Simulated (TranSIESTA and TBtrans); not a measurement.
Junction: naphthalene-2,7-diyl held by thiolate S between two Au chains. Leads: straight Au chain, spacing 2.55 Å. Geometry: 20 atoms about the centre moved by SIESTA (PBE, SZP) to a largest force of 0.06 eV/Å, all others as built. Transport runs along z; the first 6 and the last 6 of the 36 atoms are the lead cells, repeated to infinity.

```xyz
36
Lattice="15.831 0.000 0.000 0.000 15.831 0.000 0.000 0.000 52.676" Properties=species:S:1:pos:R:3 pbc="F F T"
Au     7.916     7.916     0.000
Au     7.916     7.916     2.550
Au     7.916     7.916     5.100
Au     7.916     7.916     7.650
Au     7.916     7.916    10.200
Au     7.916     7.916    12.750
Au     7.916     7.916    15.300
Au     7.916     7.916    17.850
Au     7.818     7.973    20.373
S      9.807     7.721    21.422
C      9.005     6.907    22.838
C      8.887     5.443    22.885
C      8.235     4.792    23.961
C      7.681     5.558    25.065
C      6.989     4.918    26.171
C      6.480     5.687    27.247
C      6.651     7.145    27.289
S      6.024     8.101    28.705
C      7.298     7.788    26.181
C      7.826     7.022    25.063
C      8.495     7.666    23.945
H      9.329     4.835    22.003
H      8.130     3.638    23.977
H      6.866     3.766    26.156
H      5.932     5.182    28.134
H      7.417     8.942    26.189
H      8.604     8.821    23.935
Au     8.022     7.955    29.758
Au     7.916     7.916    32.276
Au     7.916     7.916    34.826
Au     7.916     7.916    37.376
Au     7.916     7.916    39.926
Au     7.916     7.916    42.476
Au     7.916     7.916    45.026
Au     7.916     7.916    47.576
Au     7.916     7.916    50.126
```

Run with TranSIESTA and TBtrans (open boundaries, self-consistent; PseudoDojo norm-conserving potentials, scalar-relativistic): PAO.BasisSize DZP, PAO.EnergyShift 0.15 eV, XC.Authors PBE, Mesh.Cutoff 150 Ry, ElectronicTemperature 300 K, TS.Voltage 0.0 eV, TBT.Elecs.Eta 0.001 eV, no spin polarisation.

Energies count from the leads' Fermi level. Transmissions are for one spin of a degenerate pair. The energy step is 0.02 eV; narrower resonances are cut or missed.

```
E (eV)         T
------  --------
-0.20    0.00457
-0.16    0.00497
-0.12    0.00628
-0.08    0.00383
-0.04    0.00281
0.00     0.00168
0.04     0.00118
0.08    0.000856
0.12    0.000621
0.16    0.000447
0.20    0.000315
```

Task: Give the zero-bias conductance in μS and the resistance at 300 K.

Result: At the Fermi level T = 0.00168. Averaged with −∂f/∂E over the full grid (kT = 25.9 meV) it is 0.00199, well away from the value at one energy, as T changes fast within a few kT. With G0 = 2e²/h = 77.48 μS, G = 0.154 μS and R = 1/G = 6490 kΩ.

Task: Estimate the thermopower by Mott's formula S = −(π²/3)(kB²T/e) d ln T/dE from the rows at -0.04 and 0.04 eV.

Result: d ln T/dE = -10.8 eV⁻¹ and (π²/3) kB²T/e = 7.33 μV/K · eV, so S = 79 μV/K; the full integral gives 72 μV/K. A positive sign means that T falls with energy over the thermal window.

The leads' channel count changes near -0.01 eV, within the thermal window, so values at the Fermi level hang on where that band edge falls. The leads are straight chains one atom wide, held at their spacing: model electrodes, not surfaces. Semilocal functionals put molecular levels too close to the Fermi level and tend to overestimate such conductances.
